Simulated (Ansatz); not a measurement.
A constructed model of the (111) surface of fcc Pd, a pseudomorphic layer of Al in the host's stacking (bottom of the slab: a bare face, its two planes held)

The numbers are results of PBE (plane waves to 420 eV, PAW; Ansatz, a quantum-chemistry and plane-wave program), not measurements.

Model: 7-atom slab, 13.6 Å thick at the start, 15x15x1 mesh, Fermi-Dirac 0.1 eV, dipole correction, 2 atoms held, the rest relaxed; start symmetry kept, larger cells not searched; no spin, no spin-orbit, no U. It is one candidate, not shown to be the stable structure of the face.

The work function of the top face is 4.48 eV and the energy released by relaxation comes out as 0.070 eV. The cost is about 2.9 core-minutes (a rough figure).
